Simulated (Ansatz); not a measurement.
System: BeS (model structure, started from the GeS type, Pnma, No. 62, 8 atoms in the cell). Method: LDA (PAW; Ansatz, a quantum-chemistry and plane-wave program).

Numerical settings: plane-wave cutoff 520 eV, 6×18×16 k mesh (along the axes of the cell as run), Fermi–Dirac smearing 0.05 eV, scalar-relativistic PAW data made under PBE.

Cell (relaxed at this level):

```
CELL_PARAMETERS angstrom
      5.80830     0.00000     0.00000
      0.00000     3.44454     0.00000
      0.00000     0.00000     5.90949
ATOMIC_POSITIONS crystal
  Be 0.14383 0.25000 0.40402
  Be 0.35617 0.75000 0.90402
  Be 0.85617 0.75000 0.59598
  Be 0.64383 0.25000 0.09598
  S  0.77807 0.25000 0.41801
  S  0.72193 0.75000 0.91801
  S  0.22193 0.75000 0.58199
  S  0.27807 0.25000 0.08199
```

### Question
Predict the band gap and bulk modulus B0.

### Answer

- band gap: 3.45 eV (on the SCF k mesh)
- bulk modulus B0: 41.0 GPa

Note: the bulk modulus is −V dP/dV from two relaxed cells at ±2 % in volume; the relaxation could raise the start's symmetry but not lower it, so the cell can be a saddle point.

Static lattice: no zero-point or thermal effects.

The result took around 50 core-minutes (rough).

A model structure was made by putting elements into a prototype or built by hand; it is no filed structure, need not be a known phase, and can be a saddle point held by its symmetry.
